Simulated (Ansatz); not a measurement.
# Au, response to strain

Start from Au in the fcc (Cu type) structure (space group Fm-3m, No. 225; a = 4.125 Å; relaxed with 0.1 eV smearing).

Strains are applied to the cell and any free atomic positions relax.

All numbers come from r2SCAN/PAW in Ansatz (a program for electronic structure), no spin-orbit coupling.

| isotropic strain (%) | pressure (GPa) |
|---|---|
| -3 | 18.4 |
| -2.5 | ? |
| -2 | 11.1 |
| -1.5 | 8.0 |
| -1 | 5.1 |
| -0.5 | 2.4 |
| 0 | 0.0 |

### Question
Fit P = P₀ − Bδ + Cδ² with δ = (1 + ε)³ − 1 to the rows shown and predict the withheld row.

### Answer
Least squares on the printed values gives P₀ = 0.0 GPa, B = 148 GPa, C = 713 GPa (largest residual 0.1 GPa); this predicts 14.7 GPa, and the run gives 14.6 GPa, in agreement.

No phonon test of stability was made.
